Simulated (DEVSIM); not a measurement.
Structure: Ru/AlN/n-Si capacitor, at 400 K.

| layer (left to right) | material | thickness (nm) | Nd (cm⁻³) |
|---|---|---|---|
| 1 | AlN | 9.40 | - |
| 2 | Si | 1300 | 1.9e17 |

Metal gate on the left, work function 4.7 eV. Fixed charge at the semiconductor interface -3.6e10 cm⁻² (in units of +e); no interface traps.

Constants are typed, rounded textbook-type inputs, not results; the design itself was drawn at random and stands for no fabricated device. Values at 300 K; Nc and Nv go as T^1.5, mobilities as T to minus their exponent, the gap by Varshni's rule with the affinity fixed.

| parameter | AlN | Si |
|---|---|---|
| gap (eV) | 6.1 | 1.124 |
| affinity (eV) | 1.9 | 4.05 |
| permittivity | 8.5 | 11.7 |
| Nc (cm⁻³) | - | 2.86e19 |
| Nv (cm⁻³) | - | 3.1e19 |
| Varshni α (eV/K) | - | 0.000473 |
| Varshni β (K) | - | 636 |

DEVSIM, 1D Poisson equation in equilibrium, Boltzmann statistics, complete ionisation; no quantum confinement or tunnelling. Metal contacts follow the ideal Schottky-Mott rule: no Fermi-level pinning, no interface dipoles.

The substrate doping was swept, all else fixed.

```tsv
substrate doping (cm^-3)	threshold voltage (band bending 2φF) (V)	minimum of the low-frequency capacitance (μF/cm²)	flat-band voltage (V)
9.5e15	-0.20	0.0455	0.37
1.9e16	-0.24	0.0599	0.39
3.8e16	-0.30	0.0780	0.41
9.5e16	-0.41	0.111	0.45
1.9e17	-0.51	0.143	0.47
3.8e17	-0.66	0.181	0.49
```

From the first row to the last the threshold voltage (band bending 2φF) goes from -0.20 to -0.66. From the first row to the last the minimum of the low-frequency capacitance goes from 0.0455 to 0.181.
